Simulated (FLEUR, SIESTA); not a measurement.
A SIESTA input for a self-consistent single point of Ge (Fd-3m, 2 atoms in the cell) (DFT, LDA PW92, numerical atomic orbitals DZP, PseudoDojo LDA standard norm-conserving potentials (rewritten from UPF to PSML)):

```
# files in the folder: Ge.psml (PseudoDojo LDA standard)
SystemName  Ge
SystemLabel ge

NumberOfAtoms                2
NumberOfSpecies              1
%block ChemicalSpeciesLabel
  1 32 Ge
%endblock ChemicalSpeciesLabel
LatticeConstant              1.0 Ang
%block LatticeVectors
     0.000000000    2.854450000    2.854450000
     2.854450000    0.000000000    2.854450000
     2.854450000    2.854450000    0.000000000
%endblock LatticeVectors
AtomicCoordinatesFormat      Bohr
%block AtomicCoordinatesAndAtomicSpecies
     5.394128736    5.394128736    5.394128736  1
     8.091193105    8.091193105    8.091193105  1
%endblock AtomicCoordinatesAndAtomicSpecies

XC.functional                LDA
XC.authors                   PW92
PAO.BasisSize                DZP
PAO.EnergyShift              0.01 Ry
MeshCutoff                   300 Ry
%block kgrid.MonkhorstPack
   13   0   0  0.0
    0  13   0  0.0
    0   0  13  0.0
%endblock kgrid.MonkhorstPack
OccupationFunction           FD
ElectronicTemperature        0.05 eV

MaxSCFIterations             150
SCF.Mixer.Method             Broyden
SCF.Mixer.Weight             0.25
SCF.Mixer.History            6
SCF.DM.Tolerance             1.0E-05
Diag.ParallelOverK           true
WriteForces                  true
```

Give the FLEUR input for the same structure, mesh, smearing and functional.

One input that does it (others would too):

Input of the input generator:

```
scf Ge
&input film=f /
-0.0000000000 5.3941287364 5.3941287364
5.3941287364 -0.0000000000 5.3941287364
5.3941287364 5.3941287364 -0.0000000000
1.0
1.0 1.0 1.0

2
32 0.5000000000 0.5000000000 0.5000000000
32 0.7500000000 0.7500000000 0.7500000000

&comp jspins=1 /
&exco xctyp='pz' /
&kpt div1=13 div2=13 div3=13 /
&end /
```

```xml
<?xml version="1.0" encoding="UTF-8" standalone="no"?>
<fleurInput fleurInputVersion="0.39">
   <comment>
      scf Ge                                                                                              
   </comment>
   <calculationSetup>
      <cutoffs Kmax="3.6" Gmax="12.6" GmaxXC="12.6" numbands="0"/>
      <scfLoop itmax="80" minDistance="0.00001" maxIterBroyd="25" imix="Anderson" alpha="0.05" precondParam="0.0" spinf="2.0"/>
      <coreElectrons ctail="T" frcor="F" kcrel="0" coretail_lmax="0"/>
      <xcFunctional name="pz" relativisticCorrections="F"/>
      <magnetism jspins="1"/>
      <soc l_soc="F" theta="0.0" phi="0.0" spav="F"/>
      <expertModes spex="0" secvar="F"/>
      <geometryOptimization l_f="T" forcealpha="1.0" forcemix="BFGS" epsdisp="0.00001" epsforce="0.00001"/>
      <ldaU l_linMix="F" mixParam="0.05" spinf="1.0"/>
   </calculationSetup>
   <cell>
      <bzIntegration valenceElectrons="28.0" mode="hist" fermiSmearingEnergy="0.00183747">
         <kPointListSelection listName="default-1"/>
         <!-- k-points included here -->
         <xi:include xmlns:xi="http://www.w3.org/2001/XInclude" href="kpts.xml"> </xi:include>
      </bzIntegration>
      <!-- symmetry operations included here -->
      <xi:include xmlns:xi="http://www.w3.org/2001/XInclude" href="sym.xml"> </xi:include>
      <bulkLattice scale="1.0">
         <bravaisMatrix>
            <row-1>    0.0000000000000000     5.3941287363999999     5.3941287363999999</row-1>
            <row-2>    5.3941287363999999     0.0000000000000000     5.3941287363999999</row-2>
            <row-3>    5.3941287363999999     5.3941287363999999     0.0000000000000000</row-3>
         </bravaisMatrix>
      </bulkLattice>
   </cell>
   <atomSpecies>
      <species name="Germanium (Ge)" element="Ge" atomicNumber="32">
         <mtSphere radius="2.18" gridPoints="753" logIncrement="0.016"/>
         <atomicCutoffs lmax="8" lnonsphr="6"/>
         <electronConfig flipSpins="F">
            <coreConfig>(1s1/2) (2s1/2) (2p1/2) (2p3/2) (3s1/2) (3p1/2) (3p3/2)</coreConfig>
            <valenceConfig>(4s1/2) (3d3/2) (3d5/2) (4p1/2) (4p3/2)</valenceConfig>
            <stateOccupation state="(4p1/2)" spinUp="0.3333333333333" spinDown="0.3333333333333"/>
            <stateOccupation state="(4p3/2)" spinUp="0.6666666666667" spinDown="0.6666666666667"/>
         </electronConfig>
         <energyParameters s="4" p="4" d="3" f="4"/>
         <lo type="HELO" l="2" n="4" eDeriv="0"/>
      </species>
   </atomSpecies>
   <atomGroups>
      <atomGroup species="Germanium (Ge)">
         <relPos label="                   1">3.000/8.000 3.000/8.000 3.000/8.000</relPos>
         <relPos label="                   2">-3.000/8.000 -3.000/8.000 -3.000/8.000</relPos>
         <force calculate="T" relaxXYZ="TTT"/>
      </atomGroup>
   </atomGroups>
   <output dos="F" band="F" slice="F">
      <checks vchk="F" cdinf="F"/>
      <bandDOS minEnergy="-.5*Htr" maxEnergy="0.5*Htr" sigma="0.015" storeEVData="T"/>
      <vacuumDOS vacdos="F" integ="F" star="F" nstars="0" locx1="0.0" locy1="0.0" locx2="0.0" locy2="0.0" nstm="0" tworkf="0.0"/>
      <unfoldingBand unfoldBand="F" supercellX="1" supercellY="1" supercellZ="1"/>
      <plotting iplot="0" polar="F">
         <plot TwoD="T" vec1="  1.0  0.0  0.0" vec2="  0.0  1.0  0.0" vec3="  0.0  0.0  1.0" zero="  0.0  0.0  0.0" file="plot"/>
      </plotting>
      <chargeDensitySlicing numkpt="0" minEigenval="0.0" maxEigenval="0.0" nnne="0" pallst="F"/>
      <specialOutput eonly="F"/>
      <magneticCircularDichroism mcd="F" energyLo="-10.0" energyUp="0.0"/>
   </output>
  <!-- We include the file relax.xml here to enable relaxations (see documentation) -->
  <xi:include xmlns:xi="http://www.w3.org/2001/XInclude" href="relax.xml"> <xi:fallback/> </xi:include>
</fleurInput>
```

Basis settings and potentials, where a program has them, do not carry over. This input uses DFT, LDA (Perdew-Zunger), all-electron FLAPW (FLEUR), scalar-relativistic valence. LDA parametrisations can differ slightly between programs.

The starting cell comes from a database of computed structures (which also holds hypothetical and non-ambient phases and stackings), without a prior relaxation at this level. Its lattice was rescaled by a random factor within 2.5 % of one.
